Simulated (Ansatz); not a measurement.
Results of LDA (plane waves, PAW; Ansatz, a first-principles code) for W2B (model structure, started from the Cu2Sb type, P4/nmm, No. 129, 6 atoms in the cell).

Numerical settings: plane-wave cutoff 520 eV, 14×14×10 k mesh (along the axes of the cell as run), Fermi–Dirac smearing 0.05 eV, no spin polarisation, scalar-relativistic PAW data made under PBE.

Cell (relaxed at this level):

W$_{2}$B has the tetragonal space group P4/nmm, origin choice 1 (No. 129), Pearson symbol tP6. Conventional cell: a = 3.4355 Å, b = 3.4355 Å, c = 6.3311 Å, α = 90.00°, β = 90.00°, γ = 90.00°. W1 on 2a has 4 W at 2.429 Å and 4 W at 2.853 Å and 4 W at 3.436 Å and 4 B at 2.464 Å. W2 on 2c is surrounded by 1 B at 2.287 Å and 4 B at 2.482 Å and 4 W at 2.853 Å and 4 W at 3.009 Å. B on 2c has 1 W at 2.287 Å and 8 W at 2.464–2.482 Å. (Neighbours: up to the widest gap in distance over summed covalent radii, below 1.35, at either atom; cation-cation and far metal-metal contacts left out.)

Q: Predict the bulk modulus.

A: 
* **bulk modulus**: 322 GPa

Note: the run has no spin polarisation, so it can have missed a magnetic state; the bulk modulus is −V dP/dV from two relaxed cells at ±2 % in volume; the relaxation could raise the start's symmetry but not lower it, so the cell can be a saddle point.

Spin–orbit coupling is not included; it can open a gap where bands touch, and shift volumes and moduli.

Computed values are for the static lattice.

Cost on a shared machine: very roughly 5 core-minutes.

A model structure was made by putting elements into a prototype or built by hand; it is no filed structure, need not be a known phase, and can be a saddle point held by its symmetry.
